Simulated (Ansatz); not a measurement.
Consider ZrB2 (space group P6/mmm, No. 191; a = 3.155 Å, c = 3.506 Å; relaxed with 0.1 eV smearing). Axes: x lies along a and z along c of the hexagonal cell.

Computed with PBEsol, PAW, 420 eV (Ansatz, a program for electronic structure; no spin-orbit coupling).

One thing is altered: uniaxial strain ε_xx = +3.00 %, all other strain components held at zero, atoms relaxed at fixed cell.

Problem. Predict the stress tensor and what it implies for the stiffness.

Solution. Stress of the strained cell less that of the base (GPa, compression positive):
```
  -16.0     0.0     0.0
    0.0    -1.5     0.0
    0.0     0.0    -3.5
```

Then −Δσ_ii/ε with ε = 0.0300 gives secant stiffness values (nonlinear terms included at this strain): C11 ≈ 534 GPa, C12 ≈ 51 GPa and C13 ≈ 117 GPa.

As a check, the harmonic strain energy −½ V₀ Δσ:ε is 15 meV/atom; the computed energy rise is 16 meV/atom.

No phonon test of stability was made. The final runs are not spin-polarised.
